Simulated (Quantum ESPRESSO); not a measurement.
Checking a run of Quantum ESPRESSO on YHg (Pm-3m, 2 atoms in the cell). The aim is a self-consistent single point with DFT, PBEsol, plane waves, GBRV 1.5 ultrasoft (PBESOL) pseudopotentials.

Cell that was meant: a = 3.6800 Å, b = 3.6800 Å, c = 3.6800 Å, α = 90.00°, β = 90.00°, γ = 90.00°.

Part of the input:

```fortran
/
&system
  ibrav = 0
  nat = 1
  ntyp = 2
  ecutwfc = 40
  ecutrho = 320
```

Output, abridged:

```
     Message from routine setup:
     using ibrav=0 with symmetry is DISCOURAGED, use correct ibrav instead
     G-vector sticks info
   [... lines left out ...]
        k(    1) = (   0.0000000   0.0000000   0.0000000), wk =   0.0058309
        k(    2) = (   0.0000000   0.0000000   0.1428571), wk =   0.0349854
        k(    3) = (   0.0000000   0.0000000   0.2857143), wk =   0.0349854
   [... 17 lines left out ...]

     Dense  grid:    32423 G-vectors     FFT dimensions: (  40,  40,  40)

     Smooth grid:    11459 G-vectors     FFT dimensions: (  27,  27,  27)

     Initial potential from superposition of free atoms

     starting charge      11.9999, renormalised to      12.0000
     Self-consistent Calculation

     iteration #  1     ecut=    40.00 Ry     beta= 0.40

---- Real-time Memory Report at c_bands before calling an iterative solver
           147 MiB given to the printing process from OS
            29 MiB allocation reported by mallinfo(arena+hblkhd)
------------------

     Threshold (ethr) on eigenvalues was too large:
     Diagonalizing with lowered threshold

---- Real-time Memory Report at c_bands before calling an iterative solver
           155 MiB given to the printing process from OS
   [... lines left out ...]

---- Real-time Memory Report at c_bands before calling an iterative solver
           157 MiB given to the printing process from OS
            41 MiB allocation reported by mallinfo(arena+hblkhd)
------------------

     total energy              =    -107.49695598 Ry
     estimated scf accuracy    <          1.8E-10 Ry

     iteration # 10     ecut=    40.00 Ry     beta= 0.40

---- Real-time Memory Report at c_bands before calling an iterative solver
           158 MiB given to the printing process from OS
            41 MiB allocation reported by mallinfo(arena+hblkhd)
------------------
     End of self-consistent calculation

     the Fermi energy is     3.0418 ev

!    total energy              =    -107.49695598 Ry
     estimated scf accuracy    <          4.5E-11 Ry
     smearing contrib. (-TS)   =       0.00000001 Ry
     internal energy E=F+TS    =    -107.49695598 Ry

     convergence has been achieved in  10 iterations

     Forces acting on atoms (cartesian axes, Ry/au):

     atom    1 type  1   force =     0.00000000    0.00000000    0.00000000

     Total force =     0.000000     Total SCF correction =     0.000000

          total   stress  (Ry/bohr**3)                   (kbar)     P=      -11.94
  -0.00008120   0.00000000   0.00000000          -11.94        0.00        0.00
   0.00000000  -0.00008120   0.00000000            0.00      -11.94        0.00
   0.00000000   0.00000000  -0.00008120            0.00        0.00      -11.94

   JOB DONE.
```

### Question
Is anything amiss in this input, and did it matter?

### Answer
The run is not sound. The fault is an atom count that does not match the list of atoms. The program trusts the stated count: too many runs off the end of the list, too few can drop atoms without a word. To fix it, make the count match the list. The run converged in 10 iterations without an error; against the sound input the pressure goes from -0.97 to -1.19 GPa and a clean gap of 0.98 eV is found on the mesh, where there was none. The full log also holds: “Warning: card Y     1.8400000000    1.8400000000    1.8400000000 ignored”.

An input that runs soundly differs in these lines (not the only fix; some lines may just follow from the change or write a value another way):
```diff
-  nat = 1
+  nat = 2
```

With that input, the run converged in 12 iterations: free energy E − TS -2724.8215 eV; Fermi level (on the code's own zero) 12.26 eV; pressure -0.97 GPa (DFT, PBEsol, plane waves, GBRV 1.5 ultrasoft (PBESOL) pseudopotentials).

On the sound input: the starting cell comes from a database of published, mostly measured structures (it also holds non-ambient and calculated ones), without a prior relaxation at this level.
